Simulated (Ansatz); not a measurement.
## AlN: Al interstitial (started 1.90 Å from the nearest host atom), symmetric start

Take a 16-atom supercell of AlN in the wurtzite structure (space group P6_3mc, No. 186; a = 3.107 Å, c = 4.978 Å) at its relaxed geometry as the base.

One thing is altered: a neutral Al interstitial (started 1.90 Å from the nearest host atom), symmetric start, atoms relaxed at fixed cell.

Method: r2SCAN (Ansatz, a first-principles code), no spin-orbit coupling. Γ-centred 7×7×7 mesh, Fermi–Dirac width 0.01 eV.

| quantity | base | changed | shift |
|---|---|---|---|
| pressure | 0.0 GPa | 25.1 GPa | +25.1 GPa |
| largest displacement of a host atom from its site in the perfect cell | – | 0.21 Å | – |
| final site of the added atom | – | 3 N at 1.88 Å | – |

Final structure:

```yaml
crystal:
  lattice:
    - [6.21340, 0.00000, 0.00000]
    - [-3.10670, 5.38097, 0.00000]
    - [3.10670, 5.38097, 4.97846]
  atoms:
    - { symbol: Al, position: [0.20765, 0.36930, 0.96905] }
    - { symbol: Al, position: [0.15894, 0.82561, 0.00773] }
    - { symbol: Al, position: [0.69260, 0.36930, 0.96905] }
    - { symbol: Al, position: [0.69260, 0.85426, 0.96905] }
    - { symbol: Al, position: [0.79747, 0.61836, 0.52342] }
    - { symbol: Al, position: [0.79747, 0.15570, 0.52342] }
    - { symbol: Al, position: [0.34335, 0.67669, 0.48998] }
    - { symbol: Al, position: [0.33481, 0.15570, 0.52342] }
    - { symbol: N, position: [0.78669, 0.95712, 0.37245] }
    - { symbol: N, position: [0.79196, 0.45863, 0.37470] }
    - { symbol: N, position: [0.29798, 0.95712, 0.37245] }
    - { symbol: N, position: [0.29798, 0.46841, 0.37245] }
    - { symbol: N, position: [0.44454, 0.26573, 0.87666] }
    - { symbol: N, position: [0.44454, 0.80215, 0.87666] }
    - { symbol: N, position: [0.96728, 0.30061, 0.86606] }
    - { symbol: N, position: [0.98096, 0.80215, 0.87666] }
    - { symbol: Al, position: [0.21478, 0.21478, 0.28522] }
```

Cost of the whole job for the changed cell (relaxation, final SCF and bands): around 17 core-minutes (rough).

The magnetic state is the one reached from the starting moments; the real material's order can differ, and small cells can't hold many antiferromagnetic ones. The cell is small, so the values are those of an ordered compound at a high defect concentration; dilute-limit values will differ. The defect started on the symmetric site and kept its symmetry, so it may sit on a saddle. The defect cell is spin-polarised and ends with 1.0 μB.
